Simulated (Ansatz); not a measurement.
**Hypothetical Pm-3m VN: response to strain**

Base system: VN (space group Pm-3m, No. 221; a hypothetical phase, not in the database extracts checked).

```yaml
crystal:
  lattice:
    - [3.90117, 0.00000, 0.00000]
    - [0.00000, 3.90117, 0.00000]
    - [0.00000, 0.00000, 3.90117]
  atoms:
    - { symbol: V, position: [0.00000, 0.50000, 0.50000] }
    - { symbol: V, position: [0.50000, 0.00000, 0.50000] }
    - { symbol: V, position: [0.50000, 0.50000, 0.00000] }
    - { symbol: N, position: [0.50000, 0.00000, 0.00000] }
    - { symbol: N, position: [0.00000, 0.50000, 0.00000] }
    - { symbol: N, position: [0.00000, 0.00000, 0.50000] }
```

Cartesian axes are those of the cell as printed.

Strains are applied to the cell and any free atomic positions relax; under biaxial strain the out-of-plane vector relaxes too; under stress the whole cell relaxes.

Calculations: PBEsol in Ansatz (plane waves to 420 eV, PAW, no spin-orbit coupling).

Notes on the quantities. pressure: mean of the normal stresses, compression positive.

```csv
case,pressure,volume per atom
base,0.0 GPa,9.90 Å³
"biaxial strain +1.00 %, plane normal [001], relaxed out of plane",[?],10.01 Å³
"biaxial strain −2.33 %, plane normal [110], relaxed out of plane",6.6 GPa,[?]
uniaxial strain ε_zz = +1.48 %,[?],10.04 Å³
"uniaxial stress, 3 GPa tension along z",–,[?]
```

### Question
Some entries are withheld; estimate them.

### Answer

- biaxial strain +1.00 %, plane normal [001], relaxed out of plane, pressure: -3.0 GPa
- biaxial strain −2.33 %, plane normal [110], relaxed out of plane, volume per atom: 9.69 Å³
- uniaxial strain ε_zz = +1.48 %, pressure: -4.0 GPa
- uniaxial stress, 3 GPa tension along z, volume per atom: 9.93 Å³

Without a gap, meshes like the base's 12×12×12 leave anisotropic stresses uncertain by several tenths of a GPa, and small strain energies with them. Beyond what the load breaks, stability against distortions was not tested. Seeded moments were not kept for the base. All final runs are without spin polarisation.

Ansatz is a program for electronic structure.
